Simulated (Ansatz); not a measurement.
We consider BAs (model structure, started from the cinnabar type, P6₂22, No. 180, 6 atoms in the cell), described by PBEsol (Ansatz, a quantum-chemistry and plane-wave program, PAW).

Numerical settings: plane-wave cutoff 500 eV, 18×18×6 k mesh (along the axes of the cell as run), Fermi–Dirac smearing 0.05 eV, scalar-relativistic PAW data made under PBE.

Cell (relaxed at this level):

```cif
data_As3B3
_chemical_formula_sum 'B3 As3'
_space_group_name_H-M_alt 'P6222'
_space_group_IT_number 180
_space_group_name_Hall 'P 62 2 (0 0 4)'
_cell_length_a 3.42904
_cell_length_b 3.42904
_cell_length_c 7.40309
_cell_angle_alpha 90.000
_cell_angle_beta 90.000
_cell_angle_gamma 120.000
loop_
_atom_site_label
_atom_site_type_symbol
_atom_site_symmetry_multiplicity
_atom_site_Wyckoff_symbol
_atom_site_fract_x
_atom_site_fract_y
_atom_site_fract_z
_atom_site_occupancy
B1 B 3 d 0.50000 0.00000 0.50000 1
As1 As 3 c 0.50000 0.00000 0.00000 1
```

### Question
Predict the band gap.

### Answer

* **band gap**: 0.31 eV (on the SCF k mesh)

Note: the relaxation could raise the start's symmetry but not lower it, so the cell can be a saddle point.

Spin–orbit coupling is not included.

Static lattice: no zero-point or thermal effects.

A model structure was made by putting elements into a prototype or built by hand; it is no filed structure, need not be a known phase, and can be a saddle point held by its symmetry.
